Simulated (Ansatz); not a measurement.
## TiTe2 (model structure, started from the 2H-MoS2 type, P6₃/mmc, No. 194, 6 atoms in the cell): properties by level of theory

| level (code) | equilibrium lattice constant a (Å) | lattice parameter c (Å) | enthalpy of formation (eV/atom) |
|---|---|---|---|
| PBE (Ansatz) | 3.755 | 14.421 | -0.598 |
| PBEsol (Ansatz) | 3.686 | 13.468 | -0.598 |
| PBE-D3(BJ) (Ansatz) | 3.693 | 13.289 | -0.578 |

Ansatz's density-functional and Hartree–Fock values are scalar-relativistic unless marked +SOC, with PAW data made under PBE.

A model structure was made by putting elements into a prototype or built by hand; it is no filed structure, need not be a known phase, and can be a saddle point held by its symmetry.

Ansatz is an electronic-structure program.
